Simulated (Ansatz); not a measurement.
Defect: interstitial As in silicon with all lengths changed by -1 %, charge state +1. Method: PBE, PAW (plane waves to 420 eV; Ansatz, a program for electronic structure).

Settings: 64 host sites, the strained lattice (strain from the relaxed PBE one, atoms relaxed), a 2×2×2 k-point mesh shifted by half a step, smearing 0.01 eV, spin-restricted, no image-charge correction. No zero-point or tunnelling terms. The charge state is imposed; whether it is stable for some Fermi level was not computed. Sites that were not tried may lie lower. The start lies 0.12 eV above the lowest site run (PBE).

Barriers: single points on a 3×3×3 k-point mesh shifted by half a step at the bands' geometries.

Relaxed starting cell (atoms counted from 1):

```xyz
65
Lattice="10.8306 0.0000 0.0000 0.0000 10.8306 0.0000 0.0000 0.0000 10.8306" Properties=species:S:1:pos:R:3 pbc="T T T"
Si    -0.0193    -0.0198     2.7057
Si     0.0196     0.0180     8.1329
Si    -0.0092     5.4148     2.6905
Si    -0.0193     5.4104     8.1309
Si     5.4155    -0.0099     2.6898
Si     5.4111    -0.0194     8.1311
Si     5.4151     5.4147     2.6624
Si     5.4671     5.4652     8.2981
Si     1.3354     4.0611     1.3457
Si     1.3107     4.0633     6.7670
Si     1.3504     9.4965     1.3341
Si     1.3349     9.4849     6.7692
Si     6.7767     4.0635     1.3342
Si     6.9428     4.0118     6.8185
Si     6.7773     9.4577     1.3730
Si     6.7767     9.4965     6.7671
Si     0.0198     2.6977    -0.0185
Si    -0.0192     2.6991     5.4202
Si    -0.0189     8.1247     0.0197
Si    -0.0095     8.1400     5.4157
Si     5.4119     2.6993     0.0190
Si     5.4668     2.5318     5.3658
Si     5.4158     8.1410     0.0096
Si     5.4156     8.1680     5.4158
Si     1.3141     1.3142     4.0888
Si     1.3977     1.3968     9.4336
Si     1.3053     6.8585     3.9719
Si     1.3141     6.7415     9.5160
Si     6.8587     1.3048     3.9718
Si     6.7426     1.3144     9.5155
Si     6.7204     6.7196     4.1105
Si     6.8591     6.8584     9.5261
Si     2.6988     0.0187    -0.0187
Si     2.6995    -0.0196     5.4189
Si     2.6999     5.4113     0.0191
Si     2.5319     5.4661     5.3649
Si     8.1250    -0.0196     0.0193
Si     8.1416    -0.0096     5.4151
Si     8.1418     5.4153     0.0098
Si     8.1665     5.4136     5.4165
Si     4.0147     4.0134     3.8859
Si     4.0637     4.0633     9.5203
Si     4.0636     9.4956     4.0545
Si     4.0615     9.4849     9.4957
Si     9.4960     4.0628     4.0552
Si     9.4863     4.0611     9.4967
Si     9.4580     9.4570     4.0537
Si     9.4969     9.4962     9.4810
Si     2.6185     2.6181     2.6624
Si     2.7588     2.7586     8.0718
Si     2.7327     8.1629     2.6674
Si     2.6182     8.1683     8.2121
Si     8.1635     2.7321     2.6674
Si     8.1706     2.6182     8.2125
Si     8.0812     8.0808     2.7496
Si     8.1633     8.1631     8.0984
Si     4.0617     1.3349     1.3454
Si     4.0632     1.3098     6.7670
Si     4.0638     6.7762     1.3343
Si     4.0150     6.9445     6.8174
Si     9.4968     1.3495     1.3338
Si     9.4860     1.3337     6.7698
Si     9.4584     6.7767     1.3735
Si     9.4956     6.7754     6.7675
As     4.7347     4.7363     6.0935
```
Cell charge +1.

End state 1 differs by these moves (Å; atoms that move under 0.08 Å are left out):

| atom | element | Δx | Δy | Δz |
|---|---|---|---|---|
| 8 | Si | -0.08 | 0.03 | -0.10 |
| 14 | Si | -0.08 | 0.21 | 0.07 |
| 22 | Si | 0.92 | -0.80 | 0.88 |
| 26 | Si | -0.10 | -0.04 | 0.09 |
| 27 | Si | 0.01 | -0.05 | 0.07 |
| 31 | Si | 0.04 | 0.07 | -0.06 |
| 32 | Si | -0.09 | -0.04 | 0.00 |
| 36 | Si | 0.11 | 0.01 | 0.00 |
| 38 | Si | 0.09 | -0.10 | -0.09 |
| 41 | Si | -0.07 | 0.17 | 0.02 |
| 47 | Si | 0.10 | -0.06 | -0.05 |
| 49 | Si | 0.06 | 0.06 | 0.00 |
| 50 | Si | -0.13 | -0.02 | 0.13 |
| 52 | Si | 0.09 | -0.05 | -0.09 |
| 54 | Si | -0.04 | 0.03 | -0.11 |
| 55 | Si | 0.05 | 0.03 | -0.07 |
| 58 | Si | -0.16 | -0.05 | 0.12 |
| 60 | Si | 0.03 | -0.17 | -0.06 |
| 65 | As | -0.09 | -1.26 | -0.04 |

Problem. Predict the forward and backward barriers to end state 1 from PBE, PAW.

Solution. forward 0.16 eV, backward 0.28 eV; at the saddle point atom 22 has neighbours As at 2.27; Si at 2.27, Si at 2.31, Si at 2.61 Å. The saddle point's order was not checked.
